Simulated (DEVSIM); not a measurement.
System: W/SiO2/p-Ge capacitor, at 300 K.

Layer 1 from the left is SiO2, thickness (nm) 28.0. Layer 2 from the left is Ge, thickness (nm) 15000, Na (cm⁻³) 1.6e15.

Metal gate on the left, work function 4.6 eV. Fixed charge at the semiconductor interface -1.1e11 cm⁻² (in units of +e); no interface traps.

The device is made up for the run: typed textbook-type constants, with dimensions and the other settings drawn at random. Values at 300 K.

SiO2: gap (eV) 9, affinity (eV) 0.9, permittivity 3.9. Ge: gap (eV) 0.664, affinity (eV) 4, permittivity 16, Nc (cm⁻³) 1.04e19, Nv (cm⁻³) 6e18.

**Question.** Estimate by hand the flat-band voltage, the threshold voltage, and compare with a numerical solution.

**Answer.** 
- Flat-band voltage: C = 0.123 μF/cm², work-function difference 0.149 V; VFB = φms − qNf/C = 0.29 V; numerical 0.29 V.
- Threshold voltage: φF = 0.112 V, depletion charge √(4εqNφF) = 1.28e-8 C/cm²; VT = VFB + 2φF + Qd/C = 0.62 V; numerical 0.62 V.

Model (solved in DEVSIM): 1D Poisson equation in equilibrium, Boltzmann statistics, complete ionisation; no quantum confinement or tunnelling. Metal contacts follow the ideal Schottky-Mott rule: no Fermi-level pinning, no interface dipoles.
